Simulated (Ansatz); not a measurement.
## CsGeBr₃ (within 0.1 Å of R3m, No. 160, 5 atoms in the cell; start mp-642739)

Calculation: dielectric-dependent PBEsol hybrid in Ansatz (PAW).

Run with plane-wave cutoff 460 eV, 4×4×4 k mesh, Fermi–Dirac smearing 0.01 eV, scalar-relativistic PAW data made under PBE.

Cell (relaxed with PBEsol):

```
CELL_PARAMETERS angstrom
      3.92499    -3.88448     0.05726
      3.92499     3.88448     0.05726
     -0.16585     0.00000     5.51942
ATOMIC_POSITIONS crystal
  Cs 0.89694 0.89694 0.60158
  Ge 0.37902 0.37902 0.11957
  Br 0.39969 0.39969 0.58801
  Br 0.39953 0.91061 0.09896
  Br 0.91061 0.39953 0.09896
```

| Property | Result |
|---|---|
| band gap | 1.28 eV (on the SCF k mesh) |
| Γ–Γ gap | 6.36 eV |

Note: cell and atoms aren't relaxed at this level (largest force component 0.14 eV/Å).

Spin–orbit coupling is not included.

The computed numbers hold no vibrational or temperature effects.

A start named mp-… is a Materials Project structure, which need not be a measured phase.

Ansatz is an electronic-structure program.
